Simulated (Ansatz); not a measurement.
The starting structures come from a database of crystals and need not be the phases stable at ambient conditions.

Where the default PAW files enter, the runs use the earlier of Ansatz's two default sets.

Data:

```yaml
crystal:
  lattice:
    - [3.07874, 0.00000, 0.00000]
    - [0.00000, 3.07874, 0.00000]
    - [1.53937, 1.53937, 2.11169]
  atoms:
    - { symbol: Si, position: [0.75000, 0.25000, 0.50000] }
    - { symbol: C, position: [0.00000, 0.00000, 0.00000] }
```

Space group of this cell: I-4m2. The cell is strained (lengths along the current scaled by 0.97, ions clamped); by r2SCAN its mean pressure is 7.7 GPa.

Transport runs along the normal of the first two printed cell vectors, the (001) (indices of the unstrained crystal) plane of the conventional cell.

The gap is the functional's own. No spin-orbit coupling. Mid-gap values are those at the computed energy nearest the middle.

Question: Compute, with r2SCAN (Ansatz, an electronic-structure program), the band gap and the smallest decay constant κ at mid-gap.

Answer: Gap 1.36 eV on a 14×14×14 mesh; κ = 0.216 1/Å, at (0.500, 0.500) of the in-plane reciprocal vectors. At the zone centre the slowest state has κ = 0.24 1/Å.
